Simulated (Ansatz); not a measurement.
Results of LDA in Ansatz (PAW) for Ca2Si (Fm-3m, No. 225, 3 atoms in the cell; start mp-1009733).

Settings: plane-wave cutoff 520 eV, 8×8×8 k mesh, Fermi–Dirac smearing 0.01 eV, scalar-relativistic PAW data made under PBE.

Cell (relaxed with PBEsol):

```
CELL_PARAMETERS angstrom
      0.00000     3.54600     3.54600
      3.54600     0.00000     3.54600
      3.54600     3.54600     0.00000
ATOMIC_POSITIONS crystal
  Ca 0.75000 0.75000 0.75000
  Ca 0.25000 0.25000 0.25000
  Si 0.00000 0.00000 0.00000
```

Problem. What does this level give for the band gap and direct gap at Γ?

Solution. 
* **band gap**: 0.46 eV (direct)
* **direct gap at Γ**: 2.19 eV

Note: cell and atoms aren't relaxed at this level (pressure -1.5 GPa).

Static lattice: no zero-point or thermal effects.

It cost very roughly 14 core-seconds of CPU time.

A start named mp-… is a Materials Project structure, which need not be a measured phase.

Ansatz is an electronic-structure program.
